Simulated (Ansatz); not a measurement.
# Carrier properties of InP under load (space group F-43m)

Consider the following.

```
InP
1.0
    0.00000     2.86619     2.86619
    2.86619     0.00000     2.86619
    2.86619     2.86619     0.00000
In P
1 1
Direct
  0.00000   0.00000   0.00000
  0.25000   0.25000   0.25000
```

The numbers are results of PBE with spin-orbit coupling, rigid bands (plane waves, PAW; Ansatz, a quantum-chemistry and plane-wave program), not measurements. Condition of this run: hydrostatic pressure of 6 GPa (compression positive) (the target of the relaxation). How the cell was made: cell and atoms relaxed with PBEsol, then loaded as said.

The band gap comes out as 1.05 eV, the electron conductivity mass (300 K, dilute) comes out as 0.093 mₑ and the hole conductivity mass (300 K, dilute) comes out as 0.52 mₑ. The effective density of states N_c (300 K) is 6.4e17 cm⁻³, the effective density of states N_v (300 K) comes out as 2.1e19 cm⁻³ and the density-of-states mass, electrons is 0.087 mₑ. The density-of-states mass, holes is 0.90 mₑ and the Seebeck coefficient, n-type 1e19 cm⁻³, 300 K is -61 μV/K. The Seebeck coefficient, p-type 1e19 cm⁻³, 300 K is 312 μV/K. The best p-type power factor at 300 K for τ = 10 fs (best axis; densities from 1e16 to 1e21 cm⁻³ tried, whether or not they can be reached) is 13.3 μW/(cm·K²) at 3e20 cm⁻³.

Rigid bands; masses and Seebeck coefficients take one relaxation time τ for all states and one kind of carrier; polarons and phonon drag are left out. Geometry: cell and atoms relaxed with PBEsol.
